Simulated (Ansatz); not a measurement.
System: stishovite (SiO2). Method: PBE-D3(BJ) (PAW; Ansatz, a program for electronic structure).

Settings: plane-wave cutoff 520 eV, 8×8×12 k mesh (along the axes of the cell as run), Fermi–Dirac smearing 0.01 eV, scalar-relativistic PAW data made under PBE.

The cell is scaled about its equilibrium volume:

Shape and atoms are relaxed at each volume.

```tsv
V (Å³/atom)	P (GPa)	direct gap at Γ (eV)	c (Å)	a (Å)
7.587	12.63	5.952	2.660	4.137
7.745	5.93	5.618	2.672	4.170
7.903	0.01	5.305	2.682	4.204
8.061	-5.19	5.015	2.692	4.239
8.219	-9.71	4.749	2.699	4.274
```

A straight line through the gaps at Γ against ln V gives a volume deformation potential dE_g(Γ)/d ln V of -15.0 eV: the gap at Γ widens under compression.

Note: the bulk modulus comes from volumes at which shape and atoms were relaxed.
